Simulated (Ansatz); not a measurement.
Consider CdSe in the wurtzite structure (space group P6_3mc, No. 186; a = 4.383 Å, c = 7.154 Å). Axes: x lies along a and z along c of the hexagonal cell.

All numbers come from PBE/PAW in Ansatz (a first-principles code), scalar-relativistic without spin-orbit coupling.

Strains are applied to the cell and any free atomic positions relax; under biaxial strain the out-of-plane vector relaxes too.

One change was made to it. Results:

The valence-band top at Γ (three highest levels, from the VBM) goes from 0.00, 0.00, -0.04 eV to 0.00, 0.00, -0.09 eV; the gap character remains direct at Γ; the pressure (mean of the normal stresses, compression positive) goes from zero to 0.31 GPa.

Q: What was done to the base?
(A) biaxial strain −3.00 %, plane normal [001], relaxed out of plane
(B) biaxial strain −1.80 %, plane normal [001], relaxed out of plane
(C) biaxial strain −0.60 %, plane normal [001], relaxed out of plane
(D) biaxial strain −2.40 %, plane normal [001], relaxed out of plane

A: C, biaxial strain −0.60 %, plane normal [001], relaxed out of plane. For comparison, the valence-band top at Γ in the other runs: biaxial strain −2.40 %, plane normal [001], relaxed out of plane gives 0.00, 0.00, -0.25 eV; biaxial strain −3.00 %, plane normal [001], relaxed out of plane gives 0.00, 0.00, -0.31 eV; biaxial strain −1.80 %, plane normal [001], relaxed out of plane gives 0.00, 0.00, -0.19 eV.

No phonon test of stability was made.
